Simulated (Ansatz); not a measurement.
The reference is MgTe in the wurtzite structure (space group P6_3mc, No. 186).

```
MgTe
1.0
    4.56087     0.00000     0.00000
   -2.28044     3.94983     0.00000
    0.00000     0.00000     7.41276
Mg Te
2 2
Direct
  0.66667   0.33333   0.00099
  0.33333   0.66667   0.50099
  0.66667   0.33333   0.62421
  0.33333   0.66667   0.12421
```

Cartesian axes are those of the cell as printed.

Levels (all Ansatz, an electronic-structure program, PAW, earlier PAW set): PBEsol (420 eV, scalar-relativistic without spin-orbit coupling); HSE06 (420 eV, no spin-orbit coupling).

Its gap is 2.39 eV with PBEsol and 3.37 eV with HSE06.

Modification: uniaxial stress, 2 GPa compression along z, with the cell and atoms free to relax against it.

With PBEsol the gap becomes 2.07 eV.

If the HSE06 correction stayed the same, what would the HSE06 gap be, and what does the HSE06 run give?

A rigid correction of +0.98 eV gives 3.05 eV. The HSE06 run gives 2.92 eV, so the correction itself changes by -0.13 eV.

Single points use the geometry relaxed with PBEsol. Spin-orbit coupling, missing from the scalar runs, can matter with Te. Load acts through the strain it causes; cell and atoms are relaxed under it. Beyond what the load breaks, stability against distortions was not tested.
